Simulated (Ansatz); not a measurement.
Levels about the gap of amorphous Si₁₄B₁₄C₁₄N₂₈ (70 atoms in a cell of 820 Å³, 2.24 g/cm³; zone centre alone, so wide bands show as single levels with stretches between that a denser mesh fills), at the geometry that PBE relaxed, where it gives 0.0 GPa on a denser mesh. The participation number counts the atoms over which a state spreads; weights are charges in smoothed Voronoi cells. The levels come from a single point, so bond lengths are those of that geometry. Method of the levels: r2SCAN, scalar-relativistic without spin-orbit coupling (Ansatz, a quantum-chemistry and plane-wave program). Sampling: the zone centre alone; Fermi-Dirac width 0.01 eV; collinear spin, started from moments on atoms (the moments died out).

The cell was made by melting and quenching with the CHGNet potential and then relaxed with DFT. N atoms were pushed apart under 1.9 Å during the dynamics, to hinder bonds among them. The hot cell started wider than the set density and was brought back towards it in steps. It is the lowest in DFT energy of 2 quenches. It is a model cell: composition and starting density were chosen by hand, and all elements were melted together. No dispersion term was used. Its density started from a set value of 2.15 and ended at 2.24 g/cm³. The quench (nominally 500 K/ps over its main leg) was far faster than any real one, so the model tends to hold more defects than a real film. One small periodic cell is one sample of the glass; other quenches scatter about these values. Volume and shape were free in the relaxation. On a 2×2×2 Γ-centred mesh force components of up to 0.45 eV/Å stay, since the relaxation ran on the zone centre alone.

```json
[
 {"E - E(highest filled), eV": "-0.99", "filling": "filled", "spin": "dn", "participation number": "18.6", "largest on": "C, 3 neighbours", "weight N": "0.45", "weight C": "0.36", "weight B": "0.10", "weight Si": "0.09"},
 {"E - E(highest filled), eV": "-0.72", "filling": "filled", "spin": "up", "participation number": "7.6", "largest on": "N, 2 neighbours", "weight N": "0.50", "weight C": "0.25", "weight B": "0.05", "weight Si": "0.20"},
 {"E - E(highest filled), eV": "-0.72", "filling": "filled", "spin": "dn", "participation number": "7.6", "largest on": "N, 2 neighbours", "weight N": "0.50", "weight C": "0.25", "weight B": "0.05", "weight Si": "0.20"},
 {"E - E(highest filled), eV": "-0.59", "filling": "filled", "spin": "dn", "participation number": "14.6", "largest on": "Si, 4 neighbours", "weight N": "0.35", "weight C": "0.32", "weight B": "0.07", "weight Si": "0.26"},
 {"E - E(highest filled), eV": "-0.59", "filling": "filled", "spin": "up", "participation number": "14.6", "largest on": "Si, 4 neighbours", "weight N": "0.35", "weight C": "0.32", "weight B": "0.07", "weight Si": "0.26"},
 {"E - E(highest filled), eV": "0.00", "filling": "filled", "spin": "up", "participation number": "16.5", "largest on": "C, 3 neighbours", "weight N": "0.36", "weight C": "0.26", "weight B": "0.28", "weight Si": "0.10"},
 {"E - E(highest filled), eV": "0.00", "filling": "filled", "spin": "dn", "participation number": "16.5", "largest on": "C, 3 neighbours", "weight N": "0.36", "weight C": "0.26", "weight B": "0.28", "weight Si": "0.10"},
 {"E - E(highest filled), eV": "0.85", "filling": "empty", "spin": "dn", "participation number": "13.6", "largest on": "N, 2 neighbours", "weight N": "0.33", "weight C": "0.35", "weight B": "0.21", "weight Si": "0.11"},
 {"E - E(highest filled), eV": "0.85", "filling": "empty", "spin": "up", "participation number": "13.6", "largest on": "N, 2 neighbours", "weight N": "0.33", "weight C": "0.35", "weight B": "0.21", "weight Si": "0.11"},
 {"E - E(highest filled), eV": "1.14", "filling": "empty", "spin": "dn", "participation number": "20.9", "largest on": "C, 3 neighbours", "weight N": "0.34", "weight C": "0.32", "weight B": "0.16", "weight Si": "0.17"},
 {"E - E(highest filled), eV": "1.14", "filling": "empty", "spin": "up", "participation number": "20.9", "largest on": "C, 3 neighbours", "weight N": "0.34", "weight C": "0.32", "weight B": "0.16", "weight Si": "0.17"},
 {"E - E(highest filled), eV": "1.43", "filling": "empty", "spin": "dn", "participation number": "22.8", "largest on": "C, 3 neighbours", "weight N": "0.26", "weight C": "0.39", "weight B": "0.15", "weight Si": "0.20"},
 {"E - E(highest filled), eV": "1.43", "filling": "empty", "spin": "up", "participation number": "22.8", "largest on": "C, 3 neighbours", "weight N": "0.26", "weight C": "0.39", "weight B": "0.15", "weight Si": "0.20"},
 {"E - E(highest filled), eV": "1.46", "filling": "empty", "spin": "dn", "participation number": "14.1", "largest on": "B, 2 neighbours", "weight N": "0.32", "weight C": "0.21", "weight B": "0.29", "weight Si": "0.19"}
]
```

Most localised among these is the filled level at -0.72 eV, on a N atom, which has 2 neighbours (C 1.30 Å, Si 1.70 Å).
